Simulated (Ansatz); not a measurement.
# Mg under a change: Mg → Na

Take Mg in the hcp (Mg type) structure (space group P6_3/mmc, No. 194; a = 3.1731 Å, c = 5.1827 Å) as the base.

Perturbation: Na takes the place of Mg on all its sites; the structure is relaxed again.

Method: r2SCAN, PAW, 500 eV (Ansatz, an electronic-structure program; no spin-orbit coupling). Settings: 14×14×8 k-points, 0.05 eV Fermi–Dirac smearing, for the changed cell.

The volume per atom rises by 15.163 Å³ (22.59 Å³ → 37.76 Å³) and the density drops by 0.78 g/cm³, from 1.79 g/cm³ to 1.01 g/cm³. The lattice parameter a rises by 59.1 pm, from 317.3 pm to 376.4 pm and the c/a ratio hardly moves (1.633 against 1.634). The shortest interatomic distance increases by 59.1 pm, from 317.3 pm to 376.4 pm and the band gap remains zero.

Whether these cells are dynamically stable was not tested. This is not the structure that Na has at room temperature and ambient pressure.
